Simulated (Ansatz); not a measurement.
An Ansatz (a first-principles code) input (Kohn–Sham DFT with the PBE functional, run in Ansatz with PAW and 420 eV plane waves, no SOC):

Ansatz 0.2 input:
```yaml
crystal:
  lattice:
    - [0, 3.204583519, 3.204583519]
    - [3.204583519, 0, 3.204583519]
    - [3.204583519, 3.204583519, 0]
  atoms:
    - { symbol: Te, position: [0, 0, 0] }
    - { symbol: Sn, position: [0.5, 0.5, 0.5] }
basis: { ecutwfc: 420, ecutrho_ratio: 4, xc_grid: 2, fft_grid_basis: typed }
kpoints: { mp_grid: { grid: [13, 13, 13] } }
hamiltonian:
  xc: pbe
  dispersion: none
  pseudopotentials: { kind: paw }
scf: { occupations: { method: fermi_dirac, width: 0.05 }, convergence: { dr2_threshold: 0.0000000002 } }
output: { forces: true, stress: true }
```

Problem. Which symmetry and how many k-points will the program report, and about how many plane waves at Γ?

Solution. Space group Fm-3m (ITA 225) with 48 operations, k-points 84 of 2197, and 1243 plane waves at Γ.

Stability against distortions was not tested. The cell is SnTe in the rock salt structure (space group Fm-3m, No. 225).
